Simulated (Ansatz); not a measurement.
MgO under load (space group Fm-3m), Ansatz (a quantum-chemistry and plane-wave program) with r2SCAN, rigid bands. Condition of this run: hydrostatic pressure of -9 GPa (compression positive) (the target of the relaxation). Band gap 4.98 eV, N_c = 5.34e18 cm⁻³ and N_v = 3.30e20 cm⁻³ at 300 K, conductivity masses of 0.353 mₑ (electrons) and 2.39 mₑ (holes). Take k_BT = 0.02585 eV.

Task: Find the intrinsic carrier density and the intrinsic Fermi level.

Result: n_i = √(N_c N_v) exp(−E_g/2k_BT) = 4.20e19 × exp(−96.32) = 6.2e-23 cm⁻³. The level lies (k_BT/2) ln(N_v/N_c) = 53 meV from mid-gap (positive towards the conduction band). Each 0.1 eV added to the gap lowers n_i by a factor of 6.9.

Task: A film of it is 5 nm thick. Estimate the confinement energies in an infinite well.

Result: ħ²π²/(2m t²) = 0.376 eV·nm²/(m/mₑ × t²) gives 42.6 meV for electrons and 6.29 meV for holes, so the gap would widen to about 5.03 eV. Finite barriers and nonparabolic bands lower this, and with several valleys or bands the heaviest mass along the normal sets the lowest level, not this average.

Task: What thermal injection velocity √(2k_BT/πm) limits a ballistic channel?

Result: 9.06e6 cm/s for electrons and 3.48e6 cm/s for holes, a ratio of √(m_h/m_e) = 2.60, for dilute carriers.

Rigid bands with the computed gap; masses take one relaxation time for all states. Spin-orbit coupling is left out. Geometry: cell and atoms relaxed with PBEsol.
